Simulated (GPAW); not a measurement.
Band structure of CsBr (Pm-3m, 2 atoms in the cell).

```
CsBr
1.0
    4.33816     0.00000     0.00000
    0.00000     4.33816     0.00000
    0.00000     0.00000     4.33816
Cs Br
1 1
Direct
  0.00000   0.00000   0.00000
  0.50000   0.50000   0.50000
```

Method of the run: PBE, GPAW PAW datasets PBE (gpaw-data 1.0.1) (plane waves; GPAW).

Settings: mode = pw; ecut = 550 eV; xc = PBE; kpts = 6 6 6; mesh shift (steps) = 0 0 0; occupations.name = fermi-dirac; occupations.width = 0 eV; nbands = -6; convergence.forces = 0.001 eV/Å; convergence.bands = -4; symmetry.symmorphic = false; symmetry.tolerance = 0.0005; maxiter = 120; bandpath_npoints = 40.

The starting cell comes from a database of computed structures (which also holds hypothetical and non-ambient phases and stackings), without a prior relaxation at this level. Its lattice was rescaled by a random factor within 2.5 % of one.

Predict the gap along the standard path and the places of the band edges.

The gap along the path is 4.39 eV, from M to Γ; the smallest direct gap on it is 4.40 eV.

Levels in eV from the top of the valence band on the SCF mesh, bands 5 to 12:
```json
[
 {"point": "Γ", "5": "-6.45", "6": "-0.01", "7": "-0.01", "8": "-0.01", "9": "4.39", "10": "4.95", "11": "4.95", "12": "9.01"},
 {"point": "X", "5": "-6.35", "6": "-1.25", "7": "-0.19", "8": "-0.19", "9": "5.92", "10": "7.13", "11": "7.57", "12": "8.30"},
 {"point": "M", "5": "-6.30", "6": "-0.57", "7": "-0.57", "8": "0.00", "9": "5.24", "10": "5.48", "11": "7.20", "12": "7.20"},
 {"point": "R", "5": "-6.82", "6": "-1.10", "7": "-1.10", "8": "-1.10", "9": "8.16", "10": "8.16", "11": "8.16", "12": "9.00"}
]
```
